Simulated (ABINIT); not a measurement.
# Effort and miss along a sweep of ecut: Sr₃Mg (Pm-3m, 4 atoms in the cell)

```
CELL_PARAMETERS angstrom
      5.65022     0.00000     0.00000
      0.00000     5.65022     0.00000
      0.00000     0.00000     5.65022
ATOMIC_POSITIONS crystal
  Sr 0.50000 0.50000 0.00000
  Sr 0.00000 0.50000 0.50000
  Sr 0.50000 0.00000 0.50000
  Mg 0.00000 0.00000 0.00000
```

Level of theory: LDA (PW92), norm-conserving pseudopotentials (PseudoDojo nc-sr-04 LDA standard) (plane waves; ABINIT).

Base settings: pseudos = [Sr.upf, Mg.upf]; ecut = 42 Ha; ixc = 7; occopt = 6; tsmear = 0.00183747 Ha; ngkpt = 3 3 3; nshiftk = 1; shiftk = 0 0 0; potentials = PseudoDojo nc-sr-04 LDA standard; nband = 27.

Misses are taken against the tightest run, 84 Ha, which need not be fully converged itself. The energy is the free energy per atom.

The count of work is k-points × plane waves × bands × iterations; it is no time, and leaves out set-up, grids and terms that scale otherwise. Core times come from one kind of shared machine and are given to one figure; runs under 30 s give none.

The starting cell comes from a database of computed structures (which also holds hypothetical and non-ambient phases and stackings), without a prior relaxation at this level. Without a gap this mesh is coarse (it stands for a supercell whose shortest vector is 17 Å).

The runs (ecut): 17 Ha | 21 Ha | 25 Ha | 29 Ha | 34 Ha | 38 Ha | 42 Ha | 48 Ha | 55 Ha | 63 Ha | 74 Ha | 84 Ha.

### Question
Which is the coarsest setting among those run that, with all tighter ones, holds the energy within 10 meV/atom of the reference, and what does it save?

### Answer
38 Ha, off by 2.1 meV/atom; it needs 0.30 of the reference's count of work and about 0.3 of the reference's time.

### Question
Which is the coarsest setting among those run that, with all tighter ones, holds the energy within 1 meV/atom of the reference, and what does it save?

### Answer
42 Ha, off by 0.59 meV/atom; it needs 0.35 of the reference's count of work and about 0.2 of the reference's time.

### Question
What does the step from 29 Ha to 63 Ha buy?

### Answer
It takes the miss in the energy from 200 to 0.19 meV/atom, for 2.9 times the count of work and roughly 4 times the time.

| ecut | energy less reference (meV/atom) | pressure less reference (GPa) | count of work / reference | core time / reference (rough) |
|---|---|---|---|---|
| 17 Ha | 9071.33 | -88.87 | 0.091 | – |
| 21 Ha | 3151.50 | -44.73 | 0.13 | 0.1 |
| 25 Ha | 911.23 | -18.30 | 0.15 | 0.1 |
| 29 Ha | 203.67 | -5.73 | 0.20 | 0.1 |
| 34 Ha | 19.63 | -0.83 | 0.26 | 0.3 |
| 38 Ha | 2.06 | -0.10 | 0.30 | 0.3 |
| 42 Ha | 0.59 | 0.00 | 0.35 | 0.2 |
| 48 Ha | 0.46 | 0.00 | 0.43 | 0.3 |
| 55 Ha | 0.37 | 0.00 | 0.53 | 0.4 |
| 63 Ha | 0.19 | 0.00 | 0.60 | 0.6 |
| 74 Ha | 0.09 | 0.00 | 0.90 | 0.9 |
| 84 Ha | 0.00 | 0.00 | 1.0 | 1 |
